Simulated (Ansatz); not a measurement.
This concerns the energy of the reaction as written. Reaction: 3 cell B → cell A. Negative: the products are lower in energy.

Cell A: a slab of composition Ga3N3, 6 atoms, hexagonal cell of 3.35 Å (9.7 Å²), symmetry P-6m2 within 0.02 Å, 4.7 Å thick under 16 Å of vacuum, in-plane vectors held at the given values, so it may be strained; planes from bottom to top: GaN × 3; a model cell; spin state with PBE: run without spin, k-point mesh 10×10×1.
```yaml
crystal:
  lattice:
    - [3.35048, 0.00000, 0.00000]
    - [-1.67524, 2.90160, 0.00000]
    - [0.00000, 0.00000, 20.47800]
  atoms:
    - { symbol: Ga, position: [0.33333, 0.66667, 0.38663] }
    - { symbol: N, position: [0.66667, 0.33333, 0.38444] }
    - { symbol: N, position: [0.33333, 0.66667, 0.50000] }
    - { symbol: Ga, position: [0.66667, 0.33333, 0.50000] }
    - { symbol: Ga, position: [0.33333, 0.66667, 0.61337] }
    - { symbol: N, position: [0.66667, 0.33333, 0.61556] }
```

Cell B: a sheet of composition GaN, 2 atoms, hexagonal cell of 3.21 Å (8.9 Å²), symmetry P-6m2 within 0.02 Å, 0.0 Å thick under 16 Å of vacuum, in-plane vectors relaxed; planes from bottom to top: GaN, all atoms in one plane; a model cell; spin state with PBE: run without spin, k-point mesh 12×12×1.
```xyz
2
Lattice="3.2122 0.0000 0.0000 -1.6061 2.7818 0.0000 0.0000 0.0000 16.0000" Properties=species:S:1:pos:R:3 pbc="T T T"
Ga     0.0000     1.8546     8.0000
N      1.6061     0.9273     8.0000
```

Plane-wave PAW calculations with Ansatz (a first-principles code), its PAW set soft_1, cutoff 420 eV, 500 eV for r2SCAN. The structures are at rest with PBE, within the held lattices; other levels are single points on them. HSE06 runs on coarser k-point meshes, mended by the PBE difference between the two meshes. Neutral cells; Fermi-Dirac smearing of at most 0.05 eV in the solids, energies taken to zero width. The lattices are those relaxed with PBE or held as stated, so at other levels the solids can be strained, which adds to the spread. A dispersion term (D3(BJ), or D4 for r2SCAN) was computed beside these levels and is taken off wherever the name lacks it. No zero-point or thermal terms. The structures are the rest points that the relaxations reached, not proven lowest. Values are for these cell sizes. The cells' k-point meshes differ in density, so the last digit is unsettled. Cell A has symmetry P-6m2 within 0.02 Å and got no random move, so less symmetric positions, which may lie lower, weren't tried. Cell B has symmetry P-6m2 within 0.02 Å and got no random move, so less symmetric positions, which may lie lower, weren't tried.

Levels: PBE, PBE+D3(BJ), PBEsol, RPBE, r2SCAN, HSE06.

Question: Do the levels agree on the sign?

Answer: downhill: PBE (-0.40), PBE+D3(BJ) (-0.94), PBEsol (-0.70), RPBE (-0.16), r2SCAN (-0.66), HSE06 (-0.47) (values in eV; within 0.10 eV of zero counts as too close to call). The levels shown span 0.78 eV, from PBE+D3(BJ) (-0.94) to RPBE (-0.16).
